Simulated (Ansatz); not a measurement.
# SnO2 under a change: uniaxial strain ε_zz = −1.20 %

Consider SnO₂ in the rutile structure (space group P4_2/mnm, No. 136; a = 4.7224 Å, c = 3.1903 Å). Axes: x, y, z lie along a, b, c of the conventional cell.

The change: uniaxial strain ε_zz = −1.20 %, all other strain components held at zero; the atoms relax in the strained cell.

The values are results of Ansatz (a program for electronic structure), LDA, PAW, cutoff 420 eV, no SOC, not measurements. k-mesh 7×7×10 (Γ-centred); smearing 0.05 eV (Fermi–Dirac).

* **Volume per atom**: 11.72 Å³ (base 11.86 Å³)
* **Space group**: P4_2/mnm (No. 136) (base P4_2/mnm (No. 136))
* **Shortest interatomic distance**: 2.040 Å (base 2.044 Å)
* **Energy relative to the base (free energy F)**: +2.3 meV/atom
* **Pressure (mean of the normal stresses, compression positive)**: 3.07 GPa (base 0.00 GPa)
* **Band gap**: 1.33 eV (base 1.16 eV)
* **Gap character**: direct at Γ (base direct at Γ)
* **Width of the top valence band**: 1.30 eV (base 1.28 eV)
* **Electron mass**: 0.19 mₑ along z, 0.22 mₑ across (at Γ) (base 0.18 mₑ along c, 0.20 mₑ across (at Γ))
* **Hole mass**: 1.7 mₑ along z, 1.2 mₑ across (at Γ) (base 1.7 mₑ along c, 1.2 mₑ across (at Γ))
* **Valence-band top at Γ (three highest levels, from the VBM)**: 0.00, -0.83, -0.83 eV (base 0.00, -0.80, -0.80 eV)
* **Stress (xx, yy, zz, yz, xz, xy; compression positive)**: (1.92, 1.92, 5.37, 0.00, 0.00, 0.00) GPa

Final structure:

```yaml
crystal:
  lattice:
    - [4.72236, 0.00000, 0.00000]
    - [0.00000, 4.72236, 0.00000]
    - [0.00000, 0.00000, 3.15205]
  atoms:
    - { symbol: Sn, position: [0.00000, 0.00000, 0.00000] }
    - { symbol: Sn, position: [0.50000, 0.50000, 0.50000] }
    - { symbol: O, position: [0.30547, 0.30547, 0.00000] }
    - { symbol: O, position: [0.80547, 0.19453, 0.50000] }
    - { symbol: O, position: [0.19453, 0.80547, 0.50000] }
    - { symbol: O, position: [0.69453, 0.69453, 0.00000] }
```

Cost of the whole job for the changed cell (relaxation, final SCF and bands): about 24 core-seconds (a rough figure).

Effective masses come from finite differences of ±0.01 Å⁻¹. Gaps are Kohn–Sham eigenvalue differences; semilocal functionals usually give less than the measured gap. Stability against distortions was not tested.
